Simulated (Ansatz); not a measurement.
Base system: AlN (space group Pm-3n, No. 223; a = 5.372 Å; a hypothetical phase, not in the database extracts checked).

(Cell as relaxed with PBE.)

Levels (all Ansatz, an electronic-structure program, PAW): PBE (420 eV, no spin-orbit coupling); PBEsol (420 eV, no SOC).

Each level relaxes its own structure.

```csv
base,PBE,PBEsol
volume per atom,12.92 Å³,12.72 Å³
lattice parameter a,537.2 pm,534.4 pm
band gap,2.64 eV,2.54 eV
```

Now apply this change: a hydrostatic pressure of 7.5 GPa.

| quantity | PBE | PBEsol |
|---|---|---|
| mean gap deformation potential ΔEg/Δln V | -2.3 eV | (withheld) |
| lattice parameter a | 529.4 pm | (withheld) |
| gap character | direct at Γ | (withheld) |

Question: Given the PBE results, estimate those of PBEsol.

Answer: 
- mean gap deformation potential ΔEg/Δln V, PBEsol: -2.0 eV
- lattice parameter a, PBEsol: 526.8 pm
- gap character, PBEsol: direct at Γ

PBE's lattice parameter a lies 2.6 pm above PBEsol's (0.5 %); the two agree on the gap character. Neither level is exact; PBEsol is the comparison here, not a measurement.

Load acts through the strain it causes; cell and atoms are relaxed under it. No phonon test of stability was made. Competing high-pressure phases were not computed.
